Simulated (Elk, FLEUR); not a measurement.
A FLEUR input for a self-consistent single point of Ga2Pt (Fm-3m, 3 atoms in the cell) (DFT, PBEsol, all-electron FLAPW (FLEUR), scalar-relativistic valence):

Input of the input generator:

```
Ga2Pt FLAPW
&input film=f /
0.0000000000 0.7071067812 0.7071067812
0.7071067812 0.0000000000 0.7071067812
0.7071067812 0.7071067812 0.0000000000
7.9316959037
1.0 1.0 1.0

3
31 0.7500000000 0.7500000000 0.7500000000
31 0.2500000000 0.2500000000 0.2500000000
78 0.0000000000 0.0000000000 0.0000000000

&comp jspins=1 /
&exco xctyp='PBEs' /
&kpt div1=8 div2=8 div3=8 gamma=t /
&end /
```

```xml
<?xml version="1.0" encoding="UTF-8" standalone="no"?>
<fleurInput fleurInputVersion="0.39">
   <comment>
      Ga2Pt FLAPW                                                                                         
   </comment>
   <calculationSetup>
      <cutoffs Kmax="3.5" Gmax="14.0" GmaxXC="14.0" numbands="0"/>
      <scfLoop itmax="60" minDistance="0.00001" maxIterBroyd="15" imix="Anderson" alpha="0.05" precondParam="0.0" spinf="2.0"/>
      <coreElectrons ctail="T" frcor="F" kcrel="0" coretail_lmax="0"/>
      <xcFunctional name="PBEs" relativisticCorrections="F"/>
      <magnetism jspins="1"/>
      <soc l_soc="F" theta="0.0" phi="0.0" spav="F"/>
      <expertModes spex="0" secvar="F"/>
      <geometryOptimization l_f="T" forcealpha="1.0" forcemix="BFGS" epsdisp="0.00001" epsforce="0.00001"/>
      <ldaU l_linMix="F" mixParam="0.05" spinf="1.0"/>
   </calculationSetup>
   <cell>
      <bzIntegration valenceElectrons="42.0" mode="gauss" fermiSmearingEnergy="0.00999582">
         <kPointListSelection listName="default-1"/>
         <!-- k-points included here -->
         <xi:include xmlns:xi="http://www.w3.org/2001/XInclude" href="kpts.xml"> </xi:include>
      </bzIntegration>
      <!-- symmetry operations included here -->
      <xi:include xmlns:xi="http://www.w3.org/2001/XInclude" href="sym.xml"> </xi:include>
      <bulkLattice scale="1.0">
         <bravaisMatrix>
            <row-1>    0.0000000000000000     5.6085559599225325     5.6085559599225325</row-1>
            <row-2>    5.6085559599225325     0.0000000000000000     5.6085559599225325</row-2>
            <row-3>    5.6085559599225325     5.6085559599225325     0.0000000000000000</row-3>
         </bravaisMatrix>
      </bulkLattice>
   </cell>
   <atomSpecies>
      <species name="Gallium (Ga)" element="Ga" atomicNumber="31">
         <mtSphere radius="2.27" gridPoints="783" logIncrement="0.016"/>
         <atomicCutoffs lmax="8" lnonsphr="6"/>
         <electronConfig flipSpins="F">
            <coreConfig>(1s1/2) (2s1/2) (2p1/2) (2p3/2) (3s1/2) (3p1/2) (3p3/2)</coreConfig>
            <valenceConfig>(4s1/2) (3d3/2) (3d5/2) (4p1/2) (4p3/2)</valenceConfig>
            <stateOccupation state="(4p1/2)" spinUp="0.1666666666667" spinDown="0.1666666666667"/>
            <stateOccupation state="(4p3/2)" spinUp="0.3333333333333" spinDown="0.3333333333333"/>
         </electronConfig>
         <energyParameters s="4" p="4" d="3" f="4"/>
         <lo type="HELO" l="2" n="4" eDeriv="0"/>
      </species>
      <species name="Platinum (Pt)" element="Pt" atomicNumber="78">
         <mtSphere radius="2.27" gridPoints="783" logIncrement="0.017"/>
         <atomicCutoffs lmax="8" lnonsphr="6"/>
         <electronConfig flipSpins="F">
            <coreConfig>(1s1/2) (2s1/2) (2p1/2) (2p3/2) (3s1/2) (3p1/2) (3p3/2) (4s1/2) (3d3/2) (3d5/2) (4p1/2) (4p3/2) (5s1/2) (4d3/2) (4d5/2) (4f5/2) (4f7/2)</coreConfig>
            <valenceConfig>(5p1/2) (5p3/2) (6s1/2) (5d3/2) (5d5/2)</valenceConfig>
            <stateOccupation state="(6s1/2)" spinUp="0.5" spinDown="0.5"/>
            <stateOccupation state="(5d3/2)" spinUp="1.8" spinDown="1.8"/>
            <stateOccupation state="(5d5/2)" spinUp="2.7" spinDown="2.7"/>
         </electronConfig>
         <energyParameters s="6" p="6" d="5" f="5"/>
         <lo type="SCLO" l="1" n="5" eDeriv="0"/>
      </species>
   </atomSpecies>
   <atomGroups>
      <atomGroup species="Gallium (Ga)">
         <relPos label="                   1">-1.000/4.000 -1.000/4.000 -1.000/4.000</relPos>
         <relPos label="                   2">1.000/4.000 1.000/4.000 1.000/4.000</relPos>
         <force calculate="T" relaxXYZ="TTT"/>
      </atomGroup>
      <atomGroup species="Platinum (Pt)">
         <relPos label="                   3">.0000000000 .0000000000 .0000000000</relPos>
         <force calculate="T" relaxXYZ="TTT"/>
      </atomGroup>
   </atomGroups>
   <output dos="F" band="F" slice="F">
      <checks vchk="F" cdinf="F"/>
      <bandDOS minEnergy="-.5*Htr" maxEnergy="0.5*Htr" sigma="0.015" storeEVData="T"/>
      <vacuumDOS vacdos="F" integ="F" star="F" nstars="0" locx1="0.0" locy1="0.0" locx2="0.0" locy2="0.0" nstm="0" tworkf="0.0"/>
      <unfoldingBand unfoldBand="F" supercellX="1" supercellY="1" supercellZ="1"/>
      <plotting iplot="0" polar="F">
         <plot TwoD="T" vec1="  1.0  0.0  0.0" vec2="  0.0  1.0  0.0" vec3="  0.0  0.0  1.0" zero="  0.0  0.0  0.0" file="plot"/>
      </plotting>
      <chargeDensitySlicing numkpt="0" minEigenval="0.0" maxEigenval="0.0" nnne="0" pallst="F"/>
      <specialOutput eonly="F"/>
      <magneticCircularDichroism mcd="F" energyLo="-10.0" energyUp="0.0"/>
   </output>
  <!-- We include the file relax.xml here to enable relaxations (see documentation) -->
  <xi:include xmlns:xi="http://www.w3.org/2001/XInclude" href="relax.xml"> <xi:fallback/> </xi:include>
</fleurInput>
```

Task: Translate this input to Elk.

Result: This is the input that was run; spellings and numerical settings could be chosen otherwise.

```
tasks
  0

xctype
  22

rmtscf
  0.88

stype
  0

swidth
  0.00999582

maxscl
  100

scale
  7.931695904

avec
    0.0000000000    0.7071067812    0.7071067812
    0.7071067812    0.0000000000    0.7071067812
    0.7071067812    0.7071067812    0.0000000000

sppath
  'species/'

atoms
  2
  'Ga.in'
  2
  0.7500000000  0.7500000000  0.7500000000    0.0 0.0 0.0
  0.2500000000  0.2500000000  0.2500000000    0.0 0.0 0.0
  'Pt.in'
  1
  0.0000000000  0.0000000000  0.0000000000    0.0 0.0 0.0

ngridk
  8 8 8
```

Basis settings and potentials, where a program has them, do not carry over. This input uses DFT, PBEsol, all-electron FP-LAPW, Elk's shipped species files, default APW+lo basis.

The starting cell comes from a database of computed structures (which also holds hypothetical and non-ambient phases and stackings), without a prior relaxation at this level.
